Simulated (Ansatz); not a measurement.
## CuI in the zinc blende structure (space group F-43m, No. 216)

Space group F-43m (No. 216); a = b = c = 5.862 Å, α = β = γ = 90.00°

```csv
atom,site,symmetry,x,y,z
Cu,4a,-43m,0.0000,0.0000,0.0000
I,4d,-43m,0.7500,0.7500,0.7500
```
(The calculation used a cell of 2 atoms; values per cell refer to that cell.)

Calculations: Kohn–Sham DFT with the LDA functional, run in Ansatz (a program for electronic structure) with PAW and 420 eV plane waves, no spin-orbit coupling. k-mesh 10×10×10 (Γ-centred); smearing 0.05 eV (Fermi–Dirac).

* **Volume per atom**: 25.18 Å³
* **Density**: 6.28 g/cm³
* **Band gap**: 1.22 eV, direct at Γ
* **Electron mass**: 0.14 mₑ
* **Hole mass (degenerate bands, along [100])**: 0.18, 0.57, 0.57 mₑ
* **Lowest conduction-band minima above the VBM**: Γ 1.22 eV; L along ⟨111⟩ 2.12 eV; X along ⟨100⟩ 2.41 eV
* **Total energy**: -6955.900 eV/atom (σ→0; compares only within this code and set-up)

With I present, leaving out spin-orbit coupling can change the band edges. Masses are band curvatures over ±0.01 Å⁻¹ around the edge. No phonon test of stability was made. The final runs are not spin-polarised.
